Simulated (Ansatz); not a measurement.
The starting structures come from a database of crystals and need not be the phases stable at ambient conditions.

Tunnelling through a barrier is set by its complex band structure: the current falls as exp(−2κd) with the smallest κ.

Data:

```
CELL_PARAMETERS angstrom
      6.19881     0.00335     0.00000
     -2.53187     5.65818     0.00000
      1.83347     2.83076     5.20101
ATOMIC_POSITIONS crystal
  Sr 0.50000 0.50000 0.00000
  Sr 0.75000 0.25000 0.50000
  Ge 0.00000 0.00000 0.00000
  Ge 0.25000 0.75000 0.50000
  H  0.12500 0.69961 0.92539
  H  0.30039 0.37500 0.57461
  H  0.62500 0.05039 0.07461
  H  0.94961 0.87500 0.42539
  O  0.75509 0.01543 0.91397
  O  0.98457 0.07060 0.26034
  O  0.92940 0.66906 0.08603
  O  0.33094 0.24491 0.73966
  O  0.49491 0.08094 0.23966
  O  0.26543 0.50509 0.41397
  O  0.32060 0.73457 0.76034
  O  0.91906 0.67940 0.58603
```

Space group of this cell: I-42d. The cell was relaxed by PBE-D3(BJ); by r2SCAN its mean pressure is -2.5 GPa.

Transport runs along the normal of the first two printed cell vectors, the (110) plane of the conventional cell.

No gap correction and no spin-orbit coupling; mid-gap values are interpolated between computed energies.

**Question.** Predict the band gap and the smallest decay constant κ at mid-gap from r2SCAN (Ansatz, a quantum-chemistry and plane-wave program).

**Answer.** Gap 4.82 eV on a 6×6×6 mesh; κ = 0.387 1/Å, at the zone centre.
